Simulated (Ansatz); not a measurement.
Start from ZrB2 (space group P6/mmm, No. 191; a = 3.171 Å, c = 3.541 Å).

Method: PBE (Ansatz, a first-principles code), spin-orbit coupling left out.

For the base:

```
Quantity                Value
-------------------  --------
Lattice parameter a  317.1 pm
```

One thing is altered: a hydrostatic pressure of 30 GPa.

Q: What happens to the lattice parameter a?

A: The lattice parameter a drops by 10.17 pm, from 317.1 pm to 307.0 pm.

Load acts through the strain it causes; cell and atoms are relaxed under it. No phonon test of stability was made. No other phases were tried under pressure. The final runs are not spin-polarised.
